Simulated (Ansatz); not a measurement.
Consider BiB in the CsCl type structure (space group Pm-3m, No. 221; a = 3.3094 Å; a hypothetical phase, not in the database extracts checked; relaxed with 0.1 eV smearing). Axes: x, y, z lie along the cube axes.

Computed with PBEsol (Ansatz, an electronic-structure program), scalar-relativistic without spin-orbit coupling.

The change: uniaxial strain ε_xx = +4.49 %, all other strain components held at zero, atoms relaxed at fixed cell.

### Question
Predict the stress tensor and what it implies for the stiffness.

### Answer
Stress of the strained cell less that of the base (GPa, compression positive):
```
   -4.9     0.0     0.0
    0.0    -2.1     0.0
    0.0     0.0    -2.1
```

Then −Δσ_ii/ε with ε = 0.0449 gives secant stiffness values (nonlinear terms included at this strain): C11 ≈ 109 GPa, C12 ≈ 48 GPa and C13 ≈ 48 GPa.

As a check, the harmonic strain energy −½ V₀ Δσ:ε is 12 meV/atom; the computed energy rise is 13 meV/atom.

Whether these cells are dynamically stable was not tested. All final runs are without spin polarisation.
